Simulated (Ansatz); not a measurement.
## Response to strain in GaP

Start from GaP in the zinc blende structure (space group F-43m, No. 216; a = 5.4385 Å). Axes: x, y, z lie along the cube axes.

Strains are applied to the cell and any free atomic positions relax.

Method: Ansatz (a quantum-chemistry and plane-wave program) PBEsol, no SOC.

Candidates:
(a) uniaxial strain ε_yy = +3.02 %
(b) strain tensor (xx, yy, zz, yz, xz, xy) = (−0.91, +0.57, +0.59, −0.31, +0.05, −0.04) %
(c) isotropic strain −4.47 %
(d) strain tensor (xx, yy, zz, yz, xz, xy) = (−1.67, +0.45, −1.42, +0.56, +0.17, +0.50) %

Base values:

* **Smallest direct gap**: 1.80 eV

Question: Order them by smallest direct gap, lowest first.

Answer: (a) uniaxial strain ε_yy = +3.02 % (1.49 eV), (b) strain tensor (xx, yy, zz, yz, xz, xy) = (−0.91, +0.57, +0.59, −0.31, +0.05, −0.04) % (1.72 eV), (d) strain tensor (xx, yy, zz, yz, xz, xy) = (−1.67, +0.45, −1.42, +0.56, +0.17, +0.50) % (1.94 eV), (c) isotropic strain −4.47 % (2.95 eV)

Whether these cells are dynamically stable was not tested.
